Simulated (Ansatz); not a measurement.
## GaAs, thickness series

Take GaAs in the zinc blende structure (space group F-43m, No. 216; a = 5.667 Å) as the base. Axes: x, y, z lie along the cube axes.

Free-standing slabs (2 atom(s) a layer) normal to [110] with 15 Å of vacuum; in-plane cell held at bulk.

All numbers come from Kohn–Sham DFT with the r2SCAN functional, run in Ansatz (a quantum-chemistry and plane-wave program) with PAW and 500 eV plane waves, scalar-relativistic without spin-orbit coupling.

Candidates:
(a) 6 layers
(b) 2 layers
(c) 3 layers
(d) 4 layers

Base values:

Band gap: 0.96 eV

**Question.** Order them by band gap, highest first.

**Answer.** (b) 2 layers (1.90 eV), (d) 4 layers (1.31 eV), (a) 6 layers (1.23 eV), (c) 3 layers (0.52 eV)

Whether these cells are dynamically stable was not tested.
